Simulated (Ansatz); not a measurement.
Co on the 1x1 (110) surface of bcc W, one in a 2x2 cell, energies for each (28.7 Å²). Energies are against an atom of hcp Co, ferromagnetic, without zero-point or thermal terms; each row is named by its start.

Method: PBE (plane waves to 420 eV, PAW; Ansatz, a first-principles code).

Slab: 17 atoms, 6.6 Å thick at the start under the adsorbate (thin: gaps and levels are the slab's own); k 6x6x1, smearing 0.1 eV, dipole-corrected; 8 atoms held, the rest relaxed; each run with such symmetry as its start has; spin-polarised, no spin-orbit, no U, no dispersion correction.

A negative adsorption energy means that the adsorbate is more stable on the surface than in its reference. Starts that drift may end in the same place. Heights count from the host atoms within 0.3 Å of the top one.

```
starting site            E_ads (eV)  height (Å)  nearest host atom (Å)  bonded to  Δ work function (eV)  lateral drift (Å)  moment (μB)
-----------------------  ----------  ----------  ---------------------  ---------  --------------------  -----------------  -----------
top W                          1.85        2.13                 W 2.21          W                 -1.08                0.0          1.9
hollow W-W-W                   0.19        1.66                 W 2.35        4 W                 -0.85                0.6          0.5
bridge W-W (span 2.8 Å)        0.83        1.83                 W 2.33        4 W                   ___                0.0          1.3
bridge W-W (span 3.2 Å)        0.19        1.66                 W 2.35        4 W                 -0.85                0.0          0.5
```

Task: Some entries are withheld; supply them.

Result: 
- bridge W-W (span 2.8 Å), Δ work function (eV): -0.96
